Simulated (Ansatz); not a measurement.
Start from SiS2 (space group Ibam, No. 72; a = 6.366 Å, b = 11.127 Å, c = 5.593 Å; made of chains).

Method: PBE (Ansatz, an electronic-structure program, PAW, spin-orbit coupling left out).

Before the change:

| Property | Value |
|---|---|
| Volume per atom | 33.01 Å³ |
| Smallest direct gap | 3.42 eV |
| Band gap | 3.10 eV |

Perturbation: every Si is replaced by C; the structure is relaxed again.

**Question.** Estimate the effect on the volume per atom.

**Answer.** The volume per atom decreases by 6.96 Å³ to 26.05 Å³.

**Question.** How does this affect the smallest direct gap?

**Answer.** The smallest direct gap falls by 1.269 eV to 2.16 eV.

**Question.** How does this affect the band gap?

**Answer.** The band gap falls by 1.36 eV to 1.74 eV.

Whether these cells are dynamically stable was not tested. As relaxed here, CS2 is a hypothetical phase, not in the database extracts checked. No dispersion term is included, though the crystal is made of layers, chains or molecules, so its spacings can come out too wide.
